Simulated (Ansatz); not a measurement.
**LiF: isotropic strain +3.00 %**

Consider LiF in the rock salt structure (space group Fm-3m, No. 225; a = 4.068 Å).

Perturbation: an isotropic linear strain of +3.00 %; the atoms relax in the strained cell.

All numbers come from PBE in Ansatz (plane waves to 420 eV, PAW, without spin-orbit coupling). k-mesh 14×14×14 (Γ-centred); smearing 0.05 eV (Fermi–Dirac).

- Volume per atom = 9.20 Å³ (base 8.42 Å³)
- Space group = Fm-3m (No. 225) (base Fm-3m (No. 225))
- Shortest interatomic distance = 2.095 Å (base 2.034 Å)
- Energy relative to the base (free energy F) = +13 meV/atom
- Band gap = 8.11 eV (base 8.83 eV)
- Gap character = direct at Γ (base direct at Γ)
- Mean gap deformation potential ΔEg/Δln V = -8.1 eV
- Width of the top valence band = 0.84 eV (base 0.95 eV)
- Electron mass = 0.82 mₑ (at Γ) (base 0.86 mₑ (at Γ))

Final structure:

```yaml
crystal:
  lattice:
    - [0.00000, 2.09503, 2.09503]
    - [2.09503, 0.00000, 2.09503]
    - [2.09503, 2.09503, 0.00000]
  atoms:
    - { symbol: Li, position: [0.00000, 0.00000, 0.00000] }
    - { symbol: F, position: [0.50000, 0.50000, 0.50000] }
```

Effective masses come from finite differences of ±0.01 Å⁻¹. Whether these cells are dynamically stable was not tested.

Ansatz is a first-principles code.
